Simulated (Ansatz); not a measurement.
Pressure series in TiC

The parent structure is TiC in the rock salt structure (space group Fm-3m, No. 225; a = 4.3278 Å).

Cell and atoms are relaxed at each pressure.

Method: r2SCAN/PAW in Ansatz (a quantum-chemistry and plane-wave program), spin-orbit coupling left out.

```tsv
pressure (GPa)	volume per atom (Å³/atom)
-2	10.211
-1	10.172
0	10.133
1.8	10.064
4.2	9.977
9	9.812
30	?
45	8.878
60	8.589
```

Task: Fit the third-order Birch–Murnaghan form P(V) = (3B₀/2)[(V₀/V)^(7/3) − (V₀/V)^(5/3)]·[1 + (3/4)(B₀′ − 4)((V₀/V)^(2/3) − 1)] (squares taken in P) to the rows shown and predict the withheld row.

Result: Least squares on the printed values gives V₀ = 10.133 Å³/atom, B₀ = 263 GPa, B₀′ = 3.9; this predicts 9.216 Å³/atom, and the run gives 9.216 Å³/atom, in agreement.

Load acts through the strain it causes; cell and atoms are relaxed under it. No phonon test of stability was made. Competing high-pressure phases were not computed. The final runs are not spin-polarised.
